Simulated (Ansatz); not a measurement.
The starting structures come from a database of crystals and need not be the phases stable at ambient conditions.

```
Rb2As3
1.0
    6.85483     0.00000     0.00000
   -0.71971     6.81694     0.00000
    3.06756     3.40847     7.64431
Rb As
4 6
Direct
  0.25000   0.75000   0.50000
  0.75000   0.25000   0.50000
  0.26345   0.73655   0.00000
  0.73655   0.26345   0.00000
  0.85247   0.85247   0.84348
  0.14753   0.14753   0.15652
  0.30405   0.30405   0.84348
  0.69595   0.69595   0.15652
  0.15713   0.15713   0.68574
  0.84287   0.84287   0.31426
```

Space group of this cell: Fmmm. The cell is taken as given.

Transport runs along the normal of the first two printed cell vectors.

The gap is the functional's own, uncorrected, and κ follows it; spin-orbit coupling is left out. Mid-gap values are interpolated between the computed energies.

### Question
Compute, with PBEsol (Ansatz, a program for electronic structure), the band gap and the smallest decay constant κ at mid-gap.

### Answer
Gap 0.37 eV on a 6×6×6 mesh; κ = 0.109 1/Å, at (0.500, 0.500) of the in-plane reciprocal vectors. At the zone centre, at the nearest computed energy, the slowest state has κ = 0.23 1/Å.
